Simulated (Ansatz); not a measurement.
These are PBE (plane waves to 420 eV, PAW; Ansatz, a first-principles code) values and carry that method's errors.

Electrostatic potential energy of an electron, averaged over planes parallel to the surface, in eV from the Fermi level, for a constructed model of the (100) surface of fcc Al, a layer of Ag in place of the second plane (bottom of the slab: a bare face, its two planes held):

(z (Å), V (eV)): (3.83, 4.36); (4.12, 4.36); (4.42, 4.36); (4.71, 4.35); (5.01, 4.34); (5.30, 4.31); (5.59, 4.26); (5.89, 4.15); (6.18, 3.91); (6.48, 3.42); (6.77, 2.43); (7.07, 0.51); (7.36, -2.86); (7.66, -5.23); (7.95, -5.78); (8.24, -5.79); (8.54, -5.17); (8.83, -3.06); (9.13, -2.10); (9.42, -4.13); (9.72, -5.69); (10.01, -6.00); (10.31, -5.90); (10.60, -5.00); (10.89, -2.64); (11.19, -1.94); (11.48, -4.14); (11.78, -5.70); (12.07, -6.02); (12.37, -5.91); (12.66, -4.97); (12.96, -2.66); (13.25, -2.24); (13.54, -4.51); (13.84, -5.86); (14.13, -6.12); (14.43, -6.00); (14.72, -4.87); (15.02, -2.56); (15.31, -3.19); (15.61, -6.94); (15.90, -10.33); (16.19, -11.27); (16.49, -9.27); (16.78, -5.20); (17.08, -1.54); (17.37, -1.43); (17.67, -4.03); (17.96, -5.57); (18.26, -5.78); (18.55, -5.52); (18.84, -4.15); (19.14, -0.82); (19.43, 1.86); (19.73, 3.23); (20.02, 3.92); (20.32, 4.26); (20.61, 4.43); (20.91, 4.50); (21.20, 4.54); (21.49, 4.56); (21.79, 4.57); (22.08, 4.57); (22.38, 4.57); (22.67, 4.57)

Model: 6-atom slab, 10.4 Å thick at the start (thin: gaps and levels are the slab's own), 13x13x1 mesh, Fermi-Dirac 0.1 eV, dipole correction, 2 atoms held, the rest relaxed; held to the start's symmetry, so lower structures may exist; no spin, no spin-orbit, no U. In PBE it lies 0.04 eV a 1x1 cell over the lowest computed structure of the same composition (a layer of Ag in place of the third plane).

The vacuum level lies 4.57 eV above the Fermi level over the top face and 4.36 eV above it under the bottom face.
